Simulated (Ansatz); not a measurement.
## GeS in the GeS type structure (space group Pnma, No. 62; layered, stacked along the Cartesian x axis)

```yaml
crystal:
  lattice:
    - [10.09656, 0.00000, 0.00000]
    - [0.00000, 3.64420, 0.00000]
    - [0.00000, 0.00000, 4.01941]
  atoms:
    - { symbol: Ge, position: [0.11654, 0.25000, 0.11182] }
    - { symbol: Ge, position: [0.38346, 0.75000, 0.61182] }
    - { symbol: Ge, position: [0.88346, 0.75000, 0.88818] }
    - { symbol: Ge, position: [0.61654, 0.25000, 0.38818] }
    - { symbol: S, position: [0.85427, 0.25000, 0.49156] }
    - { symbol: S, position: [0.64573, 0.75000, 0.99156] }
    - { symbol: S, position: [0.14573, 0.75000, 0.50844] }
    - { symbol: S, position: [0.35427, 0.25000, 0.00844] }
```

Level of theory: PBEsol-D3(BJ) (Ansatz, an electronic-structure program; PAW; 420 eV plane waves; no SOC). Γ-centred 4×9×8 mesh, Fermi–Dirac width 0.05 eV.

```yaml
volume_per_atom: 18.49 Å³
density: 4.70 g/cm³
band_gap: "0.56 eV (uncertain: the edges found on the path are not clean extrema)"
total_energy: -2569.789 eV/atom (σ→0; compares only within this code and set-up)
```

No phonon test of stability was made. The program warned that a D3 coordination switch lies within reach, so dispersion energies are less smooth here.
